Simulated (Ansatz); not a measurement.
## Random Si-Ge alloy, 4x4x4 cubic cells, lattice parameter by Vegard's rule

Prepared with Tersoff's 1989 multicomponent potential (SiCGe.tersoff) (LAMMPS): minimisation. Geometry as solved with PBE, support functions at accuracy medium on the grid of 370 eV (Ansatz, a quantum-chemistry and plane-wave program).

```xyz
512
Lattice="22.99 0.00 0.00 0.00 22.99 0.00 0.00 0.00 22.99" Properties=species:S:1:pos:R:3 pbc="T T T"
Ge     0.02    -0.01     0.01
Ge     1.47     1.40     1.46
Ge     2.87     2.87     0.01
Ge     4.28     4.34     1.46
Si     2.88    -0.02     2.87
Ge     4.28     1.40     4.28
Ge     0.03     2.87     2.87
Ge     1.47     4.34     4.29
Ge     0.02     0.00     5.75
Ge     1.45     1.43     7.20
Ge     2.87     2.86     5.74
Ge     4.30     4.29     7.19
Ge     2.87    -0.01     8.68
Si     4.29     1.42    10.07
Ge     0.01     2.87     8.62
Ge     1.45     4.30    10.06
Ge     0.02    -0.04    11.47
Ge     1.43     1.42    12.92
Ge     2.89     2.85    11.48
Ge     4.30     4.31    12.93
Ge     2.87     0.00    14.37
Ge     4.31     1.43    15.80
Ge     0.00     2.87    14.36
Ge     1.44     4.31    15.80
Ge     0.00    -0.01    17.23
Ge     1.44     1.42    18.67
Ge     2.87     2.87    17.24
Ge     4.30     4.32    18.67
Ge     2.87    -0.01    20.11
Ge     4.31     1.43    21.55
Ge    -0.01     2.87    20.10
Ge     1.43     4.30    21.55
Ge     0.01     5.75     0.01
Ge     1.46     7.17     1.46
Ge     2.87     8.63     0.01
Ge     4.28    10.09     1.46
Si     2.87     5.75     2.87
Ge     4.27     7.16     4.29
Ge     0.02     8.63     2.87
Ge     1.45    10.11     4.28
Ge     0.02     5.76     5.74
Ge     1.44     7.20     7.18
Ge     2.87     8.64     5.73
Ge     4.33    10.08     7.15
Ge     2.87     5.75     8.61
Ge     4.31     7.19    10.05
Ge     0.00     8.64     8.63
Ge     1.44    10.07    10.06
Ge     0.01     5.74    11.50
Ge     1.45     7.19    12.94
Ge     2.87     8.63    11.49
Ge     4.30    10.07    12.94
Ge     2.90     5.77    14.39
Si     4.30     7.19    15.81
Ge     0.01     8.63    14.37
Ge     1.45    10.07    15.80
Ge    -0.01     5.74    17.23
Ge     1.44     7.18    18.66
Ge     2.89     8.61    17.22
Ge     4.27    10.09    18.70
Ge     2.87     5.75    20.12
Ge     4.30     7.19    21.56
Ge     0.02     8.63    20.11
Ge     1.47    10.08    21.53
Ge     0.03    11.51     0.00
Ge     1.46    12.91     1.49
Ge     2.85    14.36     0.01
Ge     4.27    15.82     1.46
Si     2.88    11.50     2.88
Ge     4.30    12.88     4.31
Ge    -0.01    14.35     2.91
Ge     1.47    15.83     4.29
Ge    -0.02    11.54     5.71
Ge     1.43    12.95     7.17
Ge     2.88    14.36     5.73
Ge     4.30    15.80     7.17
Ge     2.87    11.50     8.60
Ge     4.29    12.94    10.07
Ge     0.00    14.38     8.62
Ge     1.43    15.82    10.07
Ge     0.03    11.52    11.52
Si     1.44    12.93    12.93
Ge     2.84    14.35    11.53
Ge     4.29    15.81    12.95
Ge     2.85    11.54    14.35
Ge     4.30    12.96    15.81
Ge     0.04    14.35    14.35
Ge     1.46    15.81    15.80
Ge     0.03    11.51    17.26
Ge     1.45    12.94    18.73
Ge     2.89    14.40    17.28
Si     4.31    15.82    18.66
Si     2.86    11.50    20.11
Ge     4.27    12.92    21.52
Si     0.02    14.35    20.12
Ge     1.43    15.77    21.52
Ge     0.02    17.22     0.00
Ge     1.47    18.64     1.46
Ge     2.88    20.10     0.02
Ge     4.30    21.54     1.49
Si     2.88    17.24     2.87
Ge     4.30    18.67     4.26
Ge     0.03    20.11     2.87
Ge     1.46    21.57     4.29
Ge     0.01    17.24     5.75
Ge     1.43    18.68     7.19
Ge     2.87    20.11     5.73
Ge     4.29    21.55     7.20
Ge     2.87    17.24     8.62
Ge     4.28    18.68    10.07
Ge     0.03    20.15     8.66
Si     1.44    21.55    10.07
Ge     0.02    17.28    11.53
Si     1.44    18.69    12.93
Ge     2.82    20.11    11.50
Ge     4.28    21.54    12.93
Ge     2.87    17.30    14.36
Si     4.30    18.66    15.80
Ge     0.02    20.08    14.33
Ge     1.44    21.53    15.79
Ge     0.01    17.22    17.24
Ge     1.46    18.66    18.66
Ge     2.90    20.08    17.21
Ge     4.31    21.54    18.67
Ge     2.90    17.20    20.09
Ge     4.30    18.66    21.55
Ge     0.02    20.09    20.11
Ge     1.45    21.53    21.56
Ge     5.73    -0.01     0.01
Ge     7.17     1.44     1.44
Ge     8.61     2.87     0.00
Ge    10.05     4.31     1.44
Ge     8.59    -0.01     2.88
Ge    10.04     1.42     4.32
Ge     5.72     2.87     2.87
Ge     7.17     4.30     4.31
Ge     5.72    -0.02     5.74
Ge     7.16     1.42     7.18
Ge     8.60     2.87     5.76
Ge    10.05     4.31     7.19
Ge     8.61    -0.01     8.62
Ge    10.05     1.43    10.06
Ge     5.70     2.83     8.65
Ge     7.16     4.29    10.06
Ge     5.70     0.01    11.48
Ge     7.16     1.43    12.92
Ge     8.61     2.87    11.49
Ge    10.05     4.31    12.93
Ge     8.60    -0.01    14.36
Ge    10.04     1.43    15.80
Ge     5.74     2.87    14.37
Ge     7.17     4.32    15.80
Ge     5.74    -0.01    17.24
Ge     7.18     1.44    18.68
Ge     8.61     2.88    17.24
Ge    10.05     4.32    18.68
Ge     8.61     0.00    20.12
Ge    10.05     1.44    21.55
Ge     5.74     2.88    20.11
Ge     7.17     4.32    21.56
Ge     5.73     5.76     0.01
Ge     7.17     7.20     1.44
Ge     8.61     8.63     0.00
Ge    10.04    10.06     1.44
Ge     8.60     5.75     2.88
Ge    10.04     7.19     4.31
Ge     5.72     8.63     2.88
Ge     7.14    10.08     4.34
Ge     5.72     5.74     5.74
Ge     7.17     7.18     7.18
Ge     8.60     8.63     5.75
Ge    10.05    10.06     7.18
Ge     8.60     5.74     8.62
Ge    10.04     7.18    10.06
Ge     5.74     8.63     8.61
Ge     7.17    10.06    10.06
Ge     5.74     5.75    11.49
Ge     7.16     7.19    12.94
Ge     8.61     8.62    11.50
Ge    10.05    10.06    12.94
Ge     8.61     5.75    14.37
Ge    10.05     7.19    15.81
Ge     5.71     8.61    14.40
Ge     7.16    10.06    15.81
Ge     5.71     5.78    17.22
Ge     7.16     7.20    18.67
Ge     8.61     8.63    17.24
Ge    10.05    10.07    18.68
Ge     8.60     5.76    20.11
Ge    10.05     7.19    21.55
Ge     5.72     8.64    20.11
Ge     7.17    10.07    21.55
Ge     5.72    11.51    -0.01
Ge     7.16    12.94     1.43
Ge     8.60    14.37    -0.01
Ge    10.04    15.81     1.43
Ge     8.59    11.50     2.88
Ge    10.05    12.93     4.30
Ge     5.72    14.36     2.88
Ge     7.17    15.80     4.31
Si     5.73    11.49     5.74
Ge     7.14    12.90     7.15
Ge     8.60    14.36     5.74
Ge    10.04    15.80     7.18
Ge     8.60    11.50     8.61
Ge    10.04    12.93    10.05
Ge     5.74    14.36     8.62
Ge     7.17    15.80    10.06
Ge     5.74    11.50    11.50
Ge     7.17    12.95    12.95
Ge     8.62    14.37    11.50
Ge    10.05    15.81    12.95
Ge     8.61    11.50    14.38
Ge    10.05    12.95    15.81
Ge     5.75    14.41    14.40
Si     7.15    15.82    15.81
Ge     5.72    11.50    17.25
Ge     7.16    12.96    18.67
Ge     8.58    14.40    17.21
Ge    10.05    15.81    18.66
Ge     8.60    11.51    20.11
Ge    10.05    12.94    21.55
Ge     5.70    14.40    20.08
Ge     7.15    15.81    21.55
Ge     5.73    17.24     0.02
Ge     7.14    18.71     1.46
Ge     8.60    20.11     0.01
Ge    10.05    21.55     1.44
Ge     8.60    17.25     2.87
Ge    10.05    18.67     4.31
Si     5.72    20.11     2.87
Ge     7.14    21.51     4.29
Ge     5.73    17.24     5.73
Ge     7.16    18.67     7.18
Ge     8.60    20.11     5.74
Ge    10.04    21.54     7.18
Ge     8.61    17.24     8.62
Ge    10.04    18.68    10.06
Ge     5.73    20.11     8.63
Ge     7.16    21.55    10.06
Ge     5.73    17.23    11.49
Ge     7.16    18.66    12.95
Ge     8.60    20.11    11.51
Ge    10.05    21.55    12.93
Ge     8.58    17.21    14.40
Ge    10.05    18.66    15.80
Ge     5.70    20.08    14.39
Ge     7.17    21.53    15.80
Ge     5.70    17.22    17.20
Ge     7.16    18.66    18.65
Ge     8.61    20.10    17.24
Ge    10.05    21.54    18.67
Ge     8.60    17.24    20.10
Ge    10.04    18.67    21.55
Ge     5.74    20.10    20.11
Ge     7.17    21.54    21.55
Ge    11.49     0.00     0.00
Ge    12.93     1.43     1.44
Ge    14.37     2.87     0.00
Ge    15.81     4.31     1.44
Ge    14.37     0.00     2.87
Ge    15.81     1.44     4.31
Ge    11.48     2.87     2.88
Ge    12.93     4.31     4.31
Ge    11.50    -0.01     5.75
Ge    12.94     1.43     7.19
Ge    14.37     2.87     5.75
Ge    15.81     4.30     7.19
Ge    14.38    -0.01     8.63
Ge    15.84     1.40    10.09
Ge    11.50     2.87     8.62
Ge    12.94     4.30    10.06
Ge    11.49     0.00    11.49
Ge    12.93     1.44    12.93
Ge    14.40     2.86    11.50
Ge    15.83     4.32    12.94
Ge    14.38    -0.01    14.36
Ge    15.81     1.43    15.80
Ge    11.49     2.87    14.37
Ge    12.93     4.31    15.81
Ge    11.49     0.00    17.23
Ge    12.93     1.43    18.67
Ge    14.37     2.87    17.24
Ge    15.81     4.31    18.68
Ge    14.37     0.00    20.11
Ge    15.82     1.44    21.54
Ge    11.49     2.87    20.11
Ge    12.93     4.31    21.55
Ge    11.49     5.75     0.00
Ge    12.93     7.19     1.43
Ge    14.37     8.63     0.00
Ge    15.81    10.07     1.43
Ge    14.37     5.75     2.87
Ge    15.81     7.19     4.31
Ge    11.49     8.62     2.87
Ge    12.93    10.06     4.31
Ge    11.49     5.75     5.75
Ge    12.94     7.19     7.19
Ge    14.37     8.63     5.75
Ge    15.82    10.07     7.18
Ge    14.38     5.75     8.63
Ge    15.82     7.19    10.07
Ge    11.49     8.62     8.63
Ge    12.93    10.06    10.06
Ge    11.50     5.74    11.49
Ge    12.93     7.18    12.93
Ge    14.37     8.62    11.49
Ge    15.82    10.05    12.93
Ge    14.37     5.75    14.37
Ge    15.82     7.18    15.80
Ge    11.49     8.62    14.37
Ge    12.93    10.06    15.81
Ge    11.49     5.75    17.24
Ge    12.93     7.19    18.67
Ge    14.38     8.63    17.24
Ge    15.81    10.07    18.69
Ge    14.37     5.75    20.11
Ge    15.81     7.19    21.55
Ge    11.50     8.64    20.11
Ge    12.94    10.08    21.55
Ge    11.48    11.50     0.00
Ge    12.94    12.93     1.43
Ge    14.40    14.34    -0.03
Ge    15.82    15.79     1.43
Ge    14.37    11.50     2.87
Ge    15.81    12.93     4.31
Ge    11.49    14.37     2.86
Ge    12.93    15.80     4.31
Ge    11.49    11.50     5.74
Ge    12.93    12.93     7.18
Ge    14.37    14.37     5.74
Ge    15.81    15.80     7.19
Ge    14.37    11.50     8.62
Ge    15.82    12.94    10.05
Ge    11.49    14.37     8.62
Ge    12.92    15.81    10.06
Ge    11.49    11.50    11.50
Ge    12.94    12.94    12.93
Ge    14.38    14.37    11.49
Ge    15.81    15.81    12.94
Ge    14.38    11.49    14.36
Ge    15.80    12.94    15.80
Ge    11.52    14.39    14.39
Si    12.93    15.80    15.80
Ge    11.49    11.51    17.25
Ge    12.94    12.94    18.68
Ge    14.34    14.40    17.21
Ge    15.80    15.80    18.67
Ge    14.39    11.53    20.14
Si    15.81    12.93    21.55
Ge    11.48    14.37    20.11
Ge    12.94    15.80    21.55
Ge    11.49    17.23    -0.01
Ge    12.93    18.67     1.43
Ge    14.37    20.11     0.00
Ge    15.81    21.55     1.44
Ge    14.37    17.23     2.87
Ge    15.82    18.66     4.31
Ge    11.49    20.11     2.88
Ge    12.94    21.54     4.31
Ge    11.49    17.23     5.75
Ge    12.93    18.67     7.18
Ge    14.38    20.10     5.75
Ge    15.82    21.54     7.19
Ge    14.37    17.24     8.62
Ge    15.81    18.68    10.06
Ge    11.48    20.11     8.62
Ge    12.93    21.54    10.06
Ge    11.48    17.24    11.50
Ge    12.93    18.67    12.94
Ge    14.37    20.11    11.50
Ge    15.84    21.57    12.91
Ge    14.34    17.21    14.39
Ge    15.81    18.67    15.80
Ge    11.48    20.11    14.37
Ge    12.93    21.55    15.80
Ge    11.52    17.21    17.21
Ge    12.93    18.67    18.66
Ge    14.38    20.11    17.24
Ge    15.82    21.55    18.67
Ge    14.37    17.24    20.11
Ge    15.81    18.67    21.55
Ge    11.49    20.10    20.11
Ge    12.93    21.54    21.55
Ge    17.25     0.00     0.00
Ge    18.69     1.43     1.44
Ge    20.12     2.87     0.00
Ge    21.57     4.30     1.44
Ge    20.13     0.00     2.88
Ge    21.57     1.44     4.32
Ge    17.25     2.87     2.87
Ge    18.69     4.31     4.31
Ge    17.25     0.00     5.75
Ge    18.69     1.43     7.20
Ge    20.12     2.87     5.75
Ge    21.57     4.32     7.18
Ge    20.12    -0.01     8.64
Ge    21.57     1.43    10.06
Ge    17.25     2.87     8.64
Ge    18.69     4.32    10.07
Si    17.26    -0.02    11.50
Ge    18.66     1.40    12.90
Ge    20.12     2.86    11.49
Ge    21.54     4.31    12.93
Ge    20.12    -0.01    14.35
Ge    21.53     1.45    15.81
Ge    17.26     2.86    14.37
Ge    18.71     4.28    15.81
Ge    17.26     0.00    17.24
Ge    18.72     1.46    18.64
Si    20.12     2.87    17.22
Ge    21.53     4.28    18.64
Ge    20.13     0.00    20.10
Ge    21.56     1.43    21.56
Ge    17.26     2.87    20.10
Ge    18.69     4.31    21.55
Ge    17.25     5.75     0.00
Ge    18.69     7.19     1.44
Ge    20.12     8.64     0.00
Ge    21.57    10.08     1.44
Ge    20.13     5.75     2.87
Ge    21.56     7.20     4.31
Ge    17.25     8.64     2.87
Ge    18.70    10.08     4.31
Ge    17.25     5.75     5.75
Ge    18.69     7.19     7.18
Ge    20.12     8.63     5.75
Ge    21.56    10.07     7.17
Ge    20.13     5.75     8.62
Ge    21.56     7.19    10.07
Ge    17.25     8.62     8.62
Ge    18.69    10.05    10.06
Ge    17.28     5.77    11.52
Si    18.69     7.18    12.93
Ge    20.10     8.60    11.52
Ge    21.56    10.06    12.93
Ge    20.09     5.76    14.35
Ge    21.55     7.19    15.79
Ge    17.28     8.60    14.34
Ge    18.68    10.06    15.79
Ge    17.26     5.73    17.24
Ge    18.69     7.19    18.68
Ge    20.12     8.63    17.24
Ge    21.56    10.06    18.68
Ge    20.13     5.74    20.11
Ge    21.57     7.19    21.55
Ge    17.25     8.63    20.11
Ge    18.68    10.08    21.55
Ge    17.23    11.53    -0.02
Ge    18.69    12.93     1.43
Ge    20.13    14.37    -0.01
Ge    21.57    15.79     1.44
Ge    20.15    11.54     2.90
Si    21.54    12.97     4.33
Ge    17.26    14.37     2.88
Ge    18.73    15.77     4.34
Ge    17.26    11.51     5.75
Ge    18.73    12.96     7.15
Si    20.15    14.35     5.73
Ge    21.54    15.78     7.15
Ge    20.13    11.50     8.62
Ge    21.57    12.94    10.07
Ge    17.27    14.37     8.61
Ge    18.69    15.81    10.06
Ge    17.25    11.50    11.49
Ge    18.69    12.94    12.93
Ge    20.13    14.38    11.50
Ge    21.58    15.81    12.94
Ge    20.13    11.50    14.37
Ge    21.58    12.93    15.81
Ge    17.25    14.37    14.37
Ge    18.69    15.81    15.81
Ge    17.24    11.50    17.23
Ge    18.68    12.93    18.68
Ge    20.13    14.37    17.25
Ge    21.59    15.76    18.71
Ge    20.13    11.51    20.12
Ge    21.59    12.96    21.53
Ge    17.22    14.34    20.13
Ge    18.67    15.79    21.55
Ge    17.25    17.24     0.00
Ge    18.69    18.67     1.44
Ge    20.13    20.11     0.00
Ge    21.57    21.54     1.44
Ge    20.13    17.23     2.88
Ge    21.57    18.68     4.31
Ge    17.25    20.11     2.88
Ge    18.69    21.55     4.32
Ge    17.27    17.23     5.75
Ge    18.69    18.68     7.20
Ge    20.13    20.11     5.76
Ge    21.57    21.55     7.20
Ge    20.14    17.25     8.63
Ge    21.55    18.72    10.09
Ge    17.26    20.12     8.64
Ge    18.69    21.55    10.11
Ge    17.25    17.25    11.50
Ge    18.72    18.70    12.90
Si    20.12    20.12    11.49
Ge    21.55    21.51    12.90
Ge    20.13    17.24    14.36
Ge    21.57    18.66    15.80
Ge    17.25    20.11    14.35
Ge    18.69    21.54    15.80
Ge    17.25    17.24    17.24
Ge    18.70    18.66    18.68
Ge    20.13    20.11    17.23
Ge    21.57    21.54    18.68
Ge    20.13    17.22    20.12
Ge    21.57    18.66    21.56
Ge    17.26    20.11    20.11
Ge    18.69    21.55    21.54
```
